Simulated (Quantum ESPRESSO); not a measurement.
Worked example: self-consistent single point of LaCO (P1, 6 atoms in the cell) in Quantum ESPRESSO.

Level of theory: PBEsol, SSSP 1.1.2 precision (PBE) pseudopotentials (plane waves; Quantum ESPRESSO).

```yaml
crystal:
  lattice:
    - [3.54557, -2.00557, 0.00000]
    - [3.54557, 2.00557, 0.00000]
    - [-0.68026, 0.00000, 7.33580]
  atoms:
    - { symbol: La, position: [0.29923, 0.31601, 0.28671] }
    - { symbol: La, position: [0.69129, 0.68242, 0.70034] }
    - { symbol: C, position: [0.00875, 0.07701, 0.93024] }
    - { symbol: C, position: [0.97652, 0.94698, 0.07711] }
    - { symbol: O, position: [0.68846, 0.63370, 0.37537] }
    - { symbol: O, position: [0.33576, 0.34388, 0.63024] }
```

Reference input (self-consistent single point, DFT, LDA (PZ), plane waves, GBRV 1.5 ultrasoft (LDA) pseudopotentials): ecutwfc = 40 Ry; ecutrho = 200 Ry; occupations = fixed; potentials = {La: la_lda_v1.uspp.F.UPF, C: c_lda_v1.2.uspp.F.UPF, O: o_lda_v1.2.uspp.F.UPF}; K_POINTS = automatic 6 6 3 0 0 0; nbnd = 25; conv_thr = 1e-10 Ry; mixing_beta = 0.4. This run's input differs from it in these lines:

```diff
@@ -12,6 +12,7 @@
   ntyp = 3
-  ecutwfc = 40
-  ecutrho = 200
+  ecutwfc = 65
+  ecutrho = 520
   occupations = 'fixed'
   nbnd = 25
+  input_dft = 'pbesol'
 /
@@ -22,5 +23,5 @@
 ATOMIC_SPECIES
-La   138.9055  la_lda_v1.uspp.F.UPF
-C     12.0110  c_lda_v1.2.uspp.F.UPF
-O     15.9990  o_lda_v1.2.uspp.F.UPF
+La   138.9055  La.GGA-PBE-paw-v1.0.UPF
+C     12.0110  C.pbe-n-kjpaw_psl.1.0.0.UPF
+O     15.9990  O.pbe-n-kjpaw_psl.0.1.UPF
 ATOMIC_POSITIONS {crystal}
```

The program printed (abridged):

```
     Self-consistent Calculation

     iteration #  1     ecut=    65.00 Ry     beta= 0.40

     total energy              =   -1022.20495921 Ry
     estimated scf accuracy    <       1.42284869 Ry

     iteration #  2     ecut=    65.00 Ry     beta= 0.40

     total energy              =   -1022.54331127 Ry
     estimated scf accuracy    <       0.21256486 Ry

     iteration #  3     ecut=    65.00 Ry     beta= 0.40

     total energy              =   -1022.58151922 Ry
     estimated scf accuracy    <       0.04223691 Ry

   [... 20 blocks of this kind left out ...]

     iteration # 24     ecut=    65.00 Ry     beta= 0.40

     total energy              =   -1022.60159433 Ry
     estimated scf accuracy    <          1.7E-10 Ry

     iteration # 25     ecut=    65.00 Ry     beta= 0.40
     End of self-consistent calculation

     highest occupied, lowest unoccupied level (ev):     7.4920   10.2425

!    total energy              =   -1022.60159433 Ry
     estimated scf accuracy    <          5.7E-11 Ry

     convergence has been achieved in  25 iterations

     Forces acting on atoms (cartesian axes, Ry/au):

     atom    1 type  1   force =     0.01973096   -0.02493830    0.00407066
     atom    2 type  1   force =    -0.01024018    0.00726789    0.02223902
     atom    3 type  2   force =    -0.04243806   -0.01807840    0.05569662
     atom    4 type  2   force =     0.03703478    0.01169179   -0.06020698
     atom    5 type  3   force =    -0.02227361    0.02971492    0.00489350
     atom    6 type  3   force =     0.01818610   -0.00565790   -0.02669282

     Total force =     0.120505     Total SCF correction =     0.000006

          total   stress  (Ry/bohr**3)                   (kbar)     P=      -32.82
  -0.00027350  -0.00005751   0.00007254          -40.23       -8.46       10.67
  -0.00005751  -0.00006589  -0.00000827           -8.46       -9.69       -1.22
   0.00007254  -0.00000827  -0.00032995           10.67       -1.22      -48.54

   JOB DONE.
```

The run converged in 25 iterations. Against the reference run the pressure goes from -6.22 to -3.28 GPa, the largest force goes from 2.266 to 1.859 eV/Å and the gap on the mesh goes from 2.738 to 2.751 eV. The full log also holds: “c_bands:  2 eigenvalues not converged”.

The starting cell comes from a database of computed structures (which also holds hypothetical and non-ambient phases and stackings), without a prior relaxation at this level. Its atoms were displaced at random from the sites of space group no. 12. With a pressure of about -3 GPa the cell is away from its equilibrium volume at this level. Forces in this geometry exceed 1 eV/Å.

Cost on one core of a shared machine: roughly 9 min.
